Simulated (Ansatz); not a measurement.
# Cost against accuracy: basis.ecutwfc for ZnInGaO4 (R3m, 7 atoms in the cell)

Cell: a = 8.8958 Å, b = 8.8958 Å, c = 8.8958 Å, α = 21.35°, β = 21.35°, γ = 21.35°.

Method: PBE (plane waves, PAW; Ansatz, a program for electronic structure).

Base settings: basis.ecutwfc = 420 eV; kpoints.mp_grid.grid = 8 8 8; hamiltonian.xc = pbe; hamiltonian.pseudopotentials = {kind: paw} (the program's default PAW files); scf.occupations.method = fermi_dirac; scf.occupations.width = 0.1 eV.

Misses are taken against the tightest run, 840 eV, which need not be fully converged itself. The energy is the free energy per atom.

The count of work is k-points × plane waves × bands × iterations; it is no time, and leaves out set-up, grids and terms that scale otherwise. Core times come from one kind of shared machine and are given to one figure; runs under 30 s give none.

Ansatz's pressure holds its estimate of the finite-basis (Pulay) stress, which hides part of the cutoff error; the uncorrected pressure shows it.

The starting cell was generated: these elements placed on a structure prototype, without a prior relaxation; it need not be a known phase or ordering of this composition. In the base run, with a pressure of about 8 GPa the cell is away from its equilibrium volume at this level. In the base run, forces exceed 1 eV/Å. Ansatz's pressure includes its estimate of the finite-basis (Pulay) stress. The run gives no clean gap (levels at the Fermi energy touch, overlap or are partly filled at this smearing), which alone does not show that the compound is a metal.

```
basis.ecutwfc  energy less reference (meV/atom)  pressure less reference (GPa)  largest difference in the force on any atom (eV/Å)  uncorrected pressure less reference (GPa)  count of work / reference  core time / reference (rough)
-------------  --------------------------------  -----------------------------  --------------------------------------------------  -----------------------------------------  -------------------------  -----------------------------
170 eV                                 16669.44                          26.81                                               2.980                                    -716.36                       0.11                              –
210 eV                                  5111.57                           9.63                                               0.785                                    -287.36                       0.15                              –
250 eV                                  1459.85                           1.80                                               0.435                                    -105.40                       0.24                              –
295 eV                                   346.44                          -0.84                                               0.135                                     -30.69                       0.21                              –
335 eV                                    96.09                          -0.17                                               0.046                                      -9.73                       0.22                              –
380 eV                                    21.54                           0.00                                               0.015                                      -2.51                       0.26                              –
420 eV                                     5.53                           0.03                                               0.003                                      -0.68                       0.32                            0.3
485 eV                                     1.07                           0.02                                               0.000                                      -0.02                       0.38                            0.4
545 eV                                     0.68                           0.01                                               0.000                                       0.00                       0.46                            0.5
630 eV                                     0.31                           0.01                                               0.001                                       0.01                       0.58                            0.6
735 eV                                     0.19                           0.00                                               0.000                                       0.02                       0.73                            0.7
840 eV                                     0.00                           0.00                                               0.000                                       0.00                        1.0                              1
```

Coarsest setting among those run that, with all tighter ones, holds the energy within 5 meV/atom of the reference: 485 eV, off by 1.1 meV/atom; it needs 0.38 of the reference's count of work and about 0.4 of the reference's time.

The step from 170 eV to 380 eV: it takes the miss in the energy from 17000 to 22 meV/atom, for 2.3 times the count of work.

Keys are those of Ansatz 0.2.
